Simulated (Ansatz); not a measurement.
**TaN (P-62m): band-structure transport figures**

Data:

```
TaN
1.0
    5.17789     0.00000     0.00000
   -2.58894     4.48418     0.00000
    0.00000     0.00000     2.89678
Ta N
3 3
Direct
  0.00000   0.00000   0.00000
  0.33333   0.66667   0.50000
  0.66667   0.33333   0.50000
  0.39354   0.00000   0.00000
  0.60646   0.60646   0.00000
  0.00000   0.39354   0.00000
```

Level of theory: PBEsol, rigid bands (plane waves, PAW, scalar-relativistic; Ansatz, a program for electronic structure). Geometry: cell and atoms relaxed with PBEsol.

```yaml
density of states at the Fermi level: 0.540 states/(eV·cell), both spins
bare Sommerfeld coefficient: 0.21 mJ/(mol of atoms·K²)
drude_plasma_energy: 3.3 eV
root-mean-square Fermi velocity: 7.1e5 m/s
resistivity times τ: 46 ×10⁻²² Ω·m·s
```

A metal at this level (no band gap); rigid bands, thermally averaged at 300 K, both spins. Spin-orbit coupling is left out, which matters with elements this heavy. τ is one relaxation time for all states.
